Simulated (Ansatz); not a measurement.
Consider NiSi₂ (space group Fm-3m, No. 225; a = 5.446 Å; not spin-polarised; relaxed with 0.1 eV smearing).

(Cell as relaxed with PBE.)

Levels (all Ansatz, a program for electronic structure, PAW): PBE (420 eV, spin-orbit coupling left out); r2SCAN (500 eV, no spin-orbit coupling).

Each level relaxes its own structure.

```csv
base,PBE,r2SCAN
volume per atom,13.46 Å³,13.02 Å³
lattice parameter a,544.6 pm,538.6 pm
band gap,zero,zero
```

Now apply this change: the cell is scaled by 1.0360 in all directions, atoms relaxed at fixed cell.

| quantity | PBE | r2SCAN |
|---|---|---|
| energy relative to the base (free energy F) | +62 meV/atom | +67 meV/atom |
| pressure | -12.0 GPa | -13.4 GPa |
| band gap | zero | zero |

PBE's energy relative to the base lies 5.2 meV/atom below r2SCAN's; PBE's pressure lies 1.4 GPa above r2SCAN's; the two agree on the band gap. Neither level is exact; r2SCAN is the comparison here, not a measurement.

The cells carry an imposed strain or load. No phonon test of stability was made. Seeded moments were not kept for the base. All final runs are without spin polarisation.
